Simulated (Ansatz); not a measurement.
ZrSnO3 (model structure, started from the cubic perovskite type, Pm-3m, No. 221, 5 atoms in the cell), treated with PBEsol (PAW; Ansatz, a quantum-chemistry and plane-wave program).

Settings: plane-wave cutoff 520 eV, 8×8×8 k mesh, Fermi–Dirac smearing 0.01 eV, scalar-relativistic PAW data made under PBE.

Cell (relaxed with PBEsol):

```
CELL_PARAMETERS angstrom
      4.12844     0.00000     0.00000
      0.00000     4.12844     0.00000
      0.00000     0.00000     4.12844
ATOMIC_POSITIONS crystal
  Sn 0.00000 0.00000 0.00000
  Zr 0.50000 0.50000 0.50000
  O  0.00000 0.50000 0.50000
  O  0.50000 0.50000 0.00000
  O  0.50000 0.00000 0.50000
```

### Question
Estimate the band gap and Γ–Γ gap that the calculation returns.

### Answer

- band gap: 1.69 eV
- Γ–Γ gap: 4.08 eV

Note: the relaxation could raise the start's symmetry but not lower it, so the cell can be a saddle point.

Spin–orbit coupling is not included.

The computed numbers hold no vibrational or temperature effects.

Cost on a shared machine: around 19 core-seconds (rough).

A model structure was made by putting elements into a prototype or built by hand; it is no filed structure, need not be a known phase, and can be a saddle point held by its symmetry.
